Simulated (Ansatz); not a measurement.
Output of an Ansatz run (abridged):

```
WARN ansatz: RAYON_NUM_THREADS=1 ignored (pool sized by the plan → 1); use --threads N
Pseudopotentials: kind: paw
Pseudopotential: K, paw, valence charge 9
Pseudopotential: Cr, paw, valence charge 14
Pseudopotential: F, paw, valence charge 7
Crystal: 5 atoms, lattice volume = 77.792 Å³
Basis set: ecut = 420.4159175005146 eV, 1519 PW (Γ)
Bands: 29, of which v1, the nominal top of the filled ones, is band 22 counted from 1 (21 counted from 0)
Symmetry: 8 space group operations
Space group: P4mm (ITA 99), of the structure as read, at distance tolerance 4.3e-5 Å
Magnetic group: BNS 99.163 (UNI 823), of the structure as read, at distance tolerance 4.3e-5 Å
k-points: 40 of 216 (time reversal used)
PAW frozen core: K, regenerated for the run's functional, and the local potential with it
PAW frozen core: Cr, regenerated for the run's functional, and the local potential with it
PAW frozen core: F, regenerated for the run's functional, and the local potential with it
Initial density: superposition of atomic densities (chi_scale 0.1, normalization cell, long waves kept (reshape's long-wave potential 0.01 eV rms))
Starting moments: Σ|m| = 3 μB on 1 of 5 sites
Initial wavefunctions: pseudopotential atomic-orbital guess
Eigensolver: davidson
Functional: x = slater, c = lda
SCF iter   1: F=—  HF=-7208.962724 eV  |F-HF|=—  |Δ(HF+E_count)|=         —  Δρ=1.45e-1 (↑1.45e-1 ↓1.04e-1)  dr2=3.90e1  dr2_m=1.14e0  M=4.000 μB ∫|m|=4.266 μB  β_m=1.00  ethr=3.10e-3  ⟨swp⟩=6.8  Hψ=10114  notcnv=0
all-band conjugate gradients solve this SCF's bands
preconditioner: auto → Resta (q_TF=auto, 2.481 Å⁻¹)
spin=Collinear: Resta preconditioning applied to the charge; magnetization (m = ρ↑ − ρ↓) channel mixes plain (no charge-response kernel on spin).
SCF iter   2: F=—  HF=-7202.010531 eV  |F-HF|=—  |Δ(HF+E_count)|=    6.95e0  Δρ=2.39e-2 (↑2.39e-2 ↓1.89e-2)  dr2=1.46e0  dr2_m=6.80e-2  M=4.000 μB ∫|m|=4.142 μB  β_m=1.00  ethr=3.10e-3  ⟨swp⟩=3.7  Hψ=5857  notcnv=0  defer=141
SCF iter   3: F=—  HF=-7202.255420 eV  |F-HF|=—  |Δ(HF+E_count)|=   2.45e-1  Δρ=1.68e-2 (↑1.68e-2 ↓1.27e-2)  dr2=7.71e-1  dr2_m=1.22e-2  M=4.000 μB ∫|m|=4.130 μB  β_m=1.00  ethr=3.10e-3  ⟨swp⟩=2.5  Hψ=3165  notcnv=0  defer=138
   [... lines left out ...]
SCF iter  12: F=—  HF=-7202.653852 eV  |F-HF|=—  |Δ(HF+E_count)|=   2.51e-6  Δρ=5.29e-5 (↑4.89e-5 ↓5.29e-5)  dr2=4.59e-6  dr2_m=5.58e-8  M=4.000 μB ∫|m|=4.053 μB  β_m=0.76  ethr=1.42e-8  ⟨swp⟩=2.0  Hψ=3691  notcnv=0  defer=133
SCF iter  13: F=—  HF=-7202.653851 eV  |F-HF|=—  |Δ(HF+E_count)|=   1.17e-6  Δρ=1.43e-5 (↑1.43e-5 ↓4.77e-6)  dr2=1.84e-7  dr2_m=3.00e-8  M=4.000 μB ∫|m|=4.053 μB  β_m=0.88  ethr=1.04e-8  ⟨swp⟩=2.0  Hψ=3436  notcnv=0  defer=133
iter 14 met the thresholds in force, and the SCF goes on: an eigenvalue changes by 0.20 meV, over its tolerance of 0.06 meV (output.eigenvalues, Limitations)
SCF iter  14: F=-7202.653851 eV  HF=-7202.653851 eV  |F-HF|=1.25e-9  |Δ(HF+E_count)|=   1.11e-7  Δρ=2.23e-6 (↑2.23e-6 ↓1.56e-6)  dr2=1.49e-8  dr2_m=5.36e-10  M=4.000 μB ∫|m|=4.053 μB  β_m=0.94  ethr=2.27e-10  ⟨swp⟩=9.6  Hψ=9016  notcnv=0
SCF iter  15: F=-7202.653851 eV  HF=-7202.653851 eV  |F-HF|=1.66e-10  |Δ(HF+E_count)|=   1.25e-9  Δρ=4.24e-7 (↑3.47e-7 ↓4.24e-7)  dr2=6.85e-10  dr2_m=2.17e-11  M=4.000 μB ∫|m|=4.053 μB  ethr=3.39e-11  ⟨swp⟩=1.4  Hψ=6304  notcnv=0
SCF 1 converged in 15 iterations: F = -7202.653851 eV  dr2 = 6.85e-10
Crystal: 5 atoms, lattice volume = 77.792 Å³
Symmetry: 4 space group operations
k-points: 64 of 216 (time reversal used)
Initial density: read from a saved state, or passed on in memory by an earlier SCF of this step, an earlier step, the calling program or the single point that …
Starting moments: Σ|m| = 3 μB on 1 of 5 sites; this step starts from the density that it was given
Initial wavefunctions: those read from a saved state, or passed on in memory by an earlier step or the calling program
iter 1 solved again at ethr=1.55e-12 eV; its pass at ethr=2.27e-6 eV (dr2=6.82e-10 eV) is discarded
SCF iter   1: F=—  HF=-7202.653851 eV  |F-HF|=—  |Δ(HF+E_count)|=         —  Δρ=4.23e-7 (↑3.49e-7 ↓4.23e-7)  dr2=6.82e-10  dr2_m=2.20e-11  M=4.000 μB ∫|m|=4.053 μB  ethr=1.55e-12  ⟨swp⟩=1.0  Hψ=18659  notcnv=0
preconditioner: auto → Resta (q_TF=auto, 2.481 Å⁻¹)
spin=Collinear: Resta preconditioning applied to the charge; magnetization (m = ρ↑ − ρ↓) channel mixes plain (no charge-response kernel on spin).
SCF iter   2: F=—  HF=-7202.653851 eV  |F-HF|=—  |Δ(HF+E_count)|=   9.12e-9  Δρ=1.20e-5 (↑1.20e-5 ↓6.43e-6)  dr2=1.09e-7  dr2_m=1.76e-8  M=4.000 μB ∫|m|=4.053 μB  ethr=2.27e-6  ⟨swp⟩=1.0  Hψ=12853  notcnv=0
SCF iter   3: F=-7202.653851 eV  HF=-7202.653851 eV  |F-HF|=1.56e-10  |Δ(HF+E_count)|=   7.14e-9  Δρ=6.83e-7 (↑6.83e-7 ↓6.61e-7)  dr2=4.20e-10  dr2_m=1.20e-10  M=4.000 μB ∫|m|=4.053 μB  ethr=2.27e-10  ⟨swp⟩=1.0  Hψ=7936  notcnv=0
an SCF along what the orbitals of the run's state read of its open shells (or to have them read …
SCF converged after 15 iterations
an eigenvalue changed by more than its tolerance at an iteration that met the thresholds in force, so the SCF went on 1 time …
   [... lines left out ...]
Absolute magnetization: 4.0579 μB (∫|ρ↑−ρ↓|, with the PAW one-centre terms)
Free energy (F): -7202.653851 eV
Fermi energy:    6.366714 eV
   [... lines left out ...]
       -8.297522       0.000000      -0.000000
        0.000000      -8.297522       0.000000
       -0.000000       0.000000      -5.795384
  P = ⅓ Tr σ = -7.4635 GPa (-74.635 kbar)
  The stress holds the Pulay correction. Without it, at fixed plane waves, as pw.x and ABINIT print it: P = -8.1421 GPa
--- Band table (eV; the first three rows and the last of 80) ---
  k-point 0 ↑: bands = ["-66.2045", "-38.1377", "-38.1377", "-37.4455", "-23.7881", "-18.0462", "-17.5929", "-16.5044", "-7.5215", "-7.4241", "-7.4241", "-0.6631", "-0.6631", "-0.1105", "0.8445", "0.9643", "0.9643", "1.5809", "1.8551", "1.8551", [...]
  k-point 1 ↑: bands = ["-66.2045", "-38.1377", "-38.1377", "-37.4460", "-23.7868", "-18.0492", "-17.5930", "-16.4866", "-7.5153", "-7.4221", "-7.4221", "-0.6596", "-0.6596", "-0.1303", "0.8230", "0.9562", "0.9562", "1.1520", "1.6906", "1.6906", [...]
  k-point 2 ↑: bands = ["-66.2047", "-38.1377", "-38.1377", "-37.4467", "-23.7841", "-18.0552", "-17.5932", "-16.4482", "-7.5028", "-7.4181", "-7.4181", "-0.6518", "-0.6518", "-0.1386", "0.4824", "0.7819", "0.9414", "0.9414", "1.4418", "1.4418", [...]
  k-point 39 ↓: bands = ["-62.5039", "-34.7690", "-34.7690", "-33.3773", "-23.7599", "-17.6139", "-17.6139", "-16.3308", "-7.5564", "-7.5564", "-7.5304", "-1.7086", "-0.6052", "-0.2467", "0.3808", "0.3808", "1.0742", "1.5111", "2.0359", "2.0359", [...]
Occupation matrices written to occupation_matrices
```

The structure:

```
CELL_PARAMETERS angstrom
      4.10589     0.00000     0.00000
      0.00000     4.10589     0.00000
      0.00000     0.00000     4.61444
ATOMIC_POSITIONS crystal
  K  0.50000 0.50000 0.51084
  Cr 0.00000 0.00000 0.00000
  F  0.00000 0.00000 0.50000
  F  0.00000 0.50000 0.00000
  F  0.50000 0.00000 0.00000
```
Moments meant for the start (each program seeds them in its own way; μB, in the order of the atoms K Cr F F F): 0.0 3.0 0.0 0.0 0.0.

Reconstruct the input of this run.

Other spellings and defaults could give the same log, and not every line can be read from it. The input that was run (DFT, LDA (PW92)+U, plane waves, default PAW files made with PBE):

Ansatz 0.2 input:
```yaml
crystal:
  lattice:
    - [4.105891, 0.000000, 0.000000]
    - [0.000000, 4.105891, 0.000000]
    - [0.000000, 0.000000, 4.614442]
  atoms:
    - { symbol: K, position_ang: [2.052945, 2.052945, 2.357223] }
    - { symbol: Cr, position_ang: [0.000000, 0.000000, 0.000000], spin: 3.0 }
    - { symbol: F, position_ang: [0.000000, 0.000000, 2.307221] }
    - { symbol: F, position_ang: [0.000000, 2.052945, 0.000000] }
    - { symbol: F, position_ang: [2.052945, 0.000000, 0.000000] }
basis:
  ecutwfc: 30.9 Ry
kpoints:
  mp_grid: { grid: [6, 6, 6] }
hamiltonian:
  xc: lda
  pseudopotentials: { kind: paw }
  hubbard:
    sites:
      - { species: Cr, l: d, u_eff: 3.7 }
    projectors: ortho-atomic
magnetization:
  spin_polarized: true
scf:
  occupations: { method: fermi_dirac, width: 0.0007 Ry }
output:
  forces: true
  eigenvalues: true
  stress: true
```

The starting cell comes from a database of computed structures (which also holds hypothetical and non-ambient phases and stackings), without a prior relaxation at this level. Its lattice was rescaled by up to half a per cent. One atom was moved a little off its site on purpose. With one magnetic atom in the cell only a parallel order is possible. With U or open f shells several self-consistent states can exist. With a pressure of about -7 GPa the cell is away from its equilibrium volume at this level. Ansatz's pressure includes its estimate of the finite-basis (Pulay) stress. Without the estimate this run gives -8.14 GPa.

Ansatz is a quantum-chemistry and plane-wave program.
